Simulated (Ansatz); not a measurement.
**A computed series for AlCr2C: pressure series**

The parent structure is AlCr₂C (space group P6_3/mmc, No. 194; non-magnetic).

```yaml
crystal:
  lattice:
    - [2.84033, 0.00000, 0.00000]
    - [-1.42017, 2.45980, 0.00000]
    - [0.00000, 0.00000, 12.70477]
  atoms:
    - { symbol: Al, position: [0.33333, 0.66667, 0.75000] }
    - { symbol: Al, position: [0.66667, 0.33333, 0.25000] }
    - { symbol: Cr, position: [0.33333, 0.66667, 0.08428] }
    - { symbol: Cr, position: [0.66667, 0.33333, 0.58428] }
    - { symbol: Cr, position: [0.66667, 0.33333, 0.91572] }
    - { symbol: Cr, position: [0.33333, 0.66667, 0.41572] }
    - { symbol: C, position: [0.00000, 0.00000, 0.00000] }
    - { symbol: C, position: [0.00000, 0.00000, 0.50000] }
```

Cell and atoms are relaxed at each pressure.

Calculations: PBE (Ansatz, an electronic-structure program, PAW, scalar-relativistic without spin-orbit coupling).

```
pressure (GPa)  volume per atom (Å³/atom)
--------------  -------------------------
-1                                 11.155
0                                  11.095
1.8                                     ?
4.2                                10.862
9                                  10.625
18                                 10.243
30                                  9.823
45                                  9.395
60                                  9.042
```

Fit the third-order Birch–Murnaghan form P(V) = (3B₀/2)[(V₀/V)^(7/3) − (V₀/V)^(5/3)]·[1 + (3/4)(B₀′ − 4)((V₀/V)^(2/3) − 1)] (squares taken in P) to the rows shown and predict the withheld row.

Least squares on the printed values gives V₀ = 11.094 Å³/atom, B₀ = 191 GPa, B₀′ = 4.2; this predicts 10.992 Å³/atom, and the run gives 10.992 Å³/atom, in agreement.

Load acts through the strain it causes; cell and atoms are relaxed under it. No phonon test of stability was made. Competing high-pressure phases were not computed. Starting moments died away, wholly or in part, for the base; another magnetic solution may exist. All final runs are without spin polarisation.
